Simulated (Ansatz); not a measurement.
Base system: HfC in the rock salt structure (space group Fm-3m, No. 225; a = 4.607 Å; relaxed with 0.1 eV smearing). Axes: x, y, z lie along the cube axes.

Structures relaxed with Ansatz (a first-principles code), PBEsol, PAW, cutoff 420 eV, no spin-orbit coupling.

Base:

Simulated powder pattern, Mo Kα, λ = 0.71073 Å (kinematic, ideal powder, no thermal factors, no anomalous dispersion; the 14 strongest lines at most, above 2 %, up to 2θ = 40°):

| 2θ (°) | I/Imax (%) | hkl |
|---|---|---|
| 15.36 | 100 | (111) |
| 17.75 | 66 | (200) |
| 25.20 | 50 | (220) |
| 29.65 | 53 | (311) |
| 31.00 | 18 | (222) |
| 35.94 | 8.5 | (400) |
| 39.29 | 22 | (331) |

After one change:

Simulated powder pattern, Mo Kα, λ = 0.71073 Å (kinematic, ideal powder, no thermal factors, no anomalous dispersion; the 14 strongest lines at most, above 2 %, up to 2θ = 40°):

```
2θ (°)  I/Imax (%)
------  ----------
15.44          100
17.68           23
17.93           43
25.28           34
25.46           17
29.61           18
29.91           35
31.17           18
35.80          2.9
36.32          5.5
39.44           14
39.68          7.0
```

Q: What was done to the base?
A. biaxial strain −3.00 %, plane normal [001], relaxed out of plane
B. biaxial strain +1.50 %, plane normal [001], relaxed out of plane
C. biaxial strain −1.00 %, plane normal [001], relaxed out of plane
D. biaxial strain −1.50 %, plane normal [001], relaxed out of plane

A: C, biaxial strain −1.00 %, plane normal [001], relaxed out of plane. Its volume per atom is 12.03 Å³ against 12.22 Å³, and its space group is I4/mmm (No. 139).

Stability against distortions was not tested. The final runs are not spin-polarised.
